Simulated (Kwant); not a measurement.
Device: wire with one Gaussian impurity in a CdTe two-dimensional gas. Effective mass 0.096 mₑ, grid spacing 6.7 nm, hard walls, nominal width 200 nm (29 grid rows, so walls 201 nm apart), one parabolic valley, scattering region 600 nm long along x; energies count from the band bottom; Fermi energy swept from 7.834e-05 to 0.0016647 eV. Impurity U exp(−r²/2σ²), U = -0.0045 eV, σ = 11 nm, 40 nm off the axis.

The device is made up for the run: typed textbook-type constants, with dimensions and the other settings drawn at random.

Kwant, effective-mass tight-binding model on a square grid, one spin, coherent transport at 0 K. Conductance is in e²/h.

How many channels do the leads carry at E = 1.09, 1.33 meV?

The hard-wall thresholds are n² ħ²π²/(2mW²) = n² × 0.0970 meV with W = 201 nm. √(1.09/0.0970) = 3.36, so 3. √(1.33/0.0970) = 3.71, so 3.
